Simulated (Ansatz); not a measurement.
The reference is CdS in the wurtzite structure (space group P6_3mc, No. 186; a = 4.0741 Å, c = 6.6367 Å). Axes: x lies along a and z along c of the hexagonal cell.

The values are results of Ansatz (a program for electronic structure), LDA, PAW, cutoff 420 eV, no spin-orbit coupling, not measurements.

Perturbation: the cell is scaled by 0.9880 in all directions, atoms relaxed at fixed cell.

Question: Predict the stress tensor and what it implies for the stiffness.

Answer: Stress of the strained cell less that of the base (GPa, compression positive):
```
   2.65    0.00    0.00
   0.00    2.65    0.00
   0.00    0.00    2.69
```

Then B = −ΔP/(ΔV/V₀) with ΔV/V₀ = -0.0356 gives secant stiffness values (nonlinear terms included at this strain): B (at held cell shape, above the free-shape value) ≈ 75 GPa.

As a check, the harmonic strain energy −½ V₀ Δσ:ε is 7.1 meV/atom; the computed energy rise is 6.8 meV/atom.

Stability against distortions was not tested.
